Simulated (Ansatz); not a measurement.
The parent structure is AlZnInO₄ (space group R3m, No. 160; a = 3.256 Å, c = 25.617 Å (hexagonal axes); a hypothetical phase, not in the database extracts checked).

Modification: cell and atoms relaxed at a pressure of 1.5 GPa.

Levels (all Ansatz, a program for electronic structure, PAW): PBEsol (420 eV, no SOC); PBEsol+SOC (420 eV, spin-orbit coupling included).

The geometry is relaxed with PBEsol.

| Quantity | Result |
|---|---|
| PBEsol band gap | 1.83 eV |
| PBEsol electron mass | 0.25 mₑ (at Γ) |
| PBEsol gap character | indirect, T → Γ |

### Question
How does going to PBEsol+SOC change the band gap, electron mass and gap character?

### Answer
The band gap decreases by 0.02 eV, from 1.83 eV to 1.81 eV; the electron mass goes from 0.25 mₑ (at Γ) to 0.26 mₑ (at Γ); the gap character is still indirect, T → Γ.

Single points use the geometry relaxed with PBEsol. Differences between runs with and without spin-orbit coupling are approximate. Load acts through the strain it causes; cell and atoms are relaxed under it. Effective masses come from finite differences of ±0.01 Å⁻¹. No phonon test of stability was made.
